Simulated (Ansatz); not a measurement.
The parent structure is Si in the diamond structure (space group Fd-3m, No. 227).

Space group Fd-3m, origin choice 1 (No. 227); a = b = c = 5.4021 Å, α = β = γ = 90.00°

```
atom  site  symmetry       x       y       z
----  ----  --------  ------  ------  ------
Si      8b      -43m  0.5000  0.5000  0.5000
```
(The calculation used a cell of 2 atoms; values per cell refer to that cell.)

Calculations: plane-wave PAW DFT at the LDA level (Ansatz, a quantum-chemistry and plane-wave program, 420 eV), no SOC.

Strains are applied to the cell and any free atomic positions relax.

One change was made to it. Results:

| quantity | base | after |
|---|---|---|
| width of the top valence band | 3.94 eV | 4.01 eV |
| band gap | 0.45 eV | 0.42 eV |

### Question
Name the change that was made.
(A) isotropic strain −1.50 %
(B) isotropic strain −2.50 %
(C) isotropic strain −0.50 %

### Answer
C, isotropic strain −0.50 %. For comparison, the band gap in the other runs: isotropic strain −1.50 % gives 0.36 eV; isotropic strain −2.50 % gives 0.30 eV.

Whether these cells are dynamically stable was not tested.
